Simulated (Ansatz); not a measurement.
Results of rVV10 in Ansatz (PAW) for L1₂ (Cu3Au-type) Ni3Al.

Total energies, extrapolated to zero smearing (they compare only within this program, potentials and cutoff):

Magnetic elements are taken in their magnetic phases.

```tsv
system	energy (eV/atom)
L1₂ (Cu3Au-type) Ni3Al, relaxed	-4535.6463
fcc Al	-547.1777
fcc Ni	-5864.5652
```

Question: Work out the formation enthalpy per atom.

Answer: ΔH_f ≈ ΔE = -4535.6463 − [1 × (-547.1777) + 3 × (-5864.5652)]/4 = -0.428 eV/atom (0 K, no vibrations). The reference value is -0.420 ± 0.02 eV/atom (measured, 298 K, copied from a table, unchecked, not corrected to a static lattice; as tabulated in Wang et al. (2021), doi:10.1038/s41598-021-94550-5), a difference of -0.008 eV/atom.

The PAW data were made under PBE.

The crystal was run with parallel moments.

Ansatz is a program for electronic structure.
